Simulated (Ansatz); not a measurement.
The reference is Te (space group P3_121, No. 152; a = 4.624 Å, c = 5.904 Å; made of chains). Axes: x lies along a and z along c of the hexagonal cell.

Computed with r2SCAN (Ansatz, a quantum-chemistry and plane-wave program), no SOC, earlier PAW set.

The change: the cell is stretched by 4.00 % along y with no lateral relaxation, atoms relaxed at fixed cell.

Predict the stress tensor and what it implies for the stiffness.

Stress of the strained cell less that of the base (GPa, compression positive):
```
  -0.18    0.00    0.00
   0.00   -0.59    0.23
   0.00    0.23   -0.56
```

Then −Δσ_ii/ε with ε = 0.0400 gives secant stiffness values (nonlinear terms included at this strain): C22 ≈ 15 GPa and C23 ≈ 14 GPa.

Whether these cells are dynamically stable was not tested. No dispersion term is included, though the crystal is made of layers, chains or molecules, so its spacings can come out too wide.
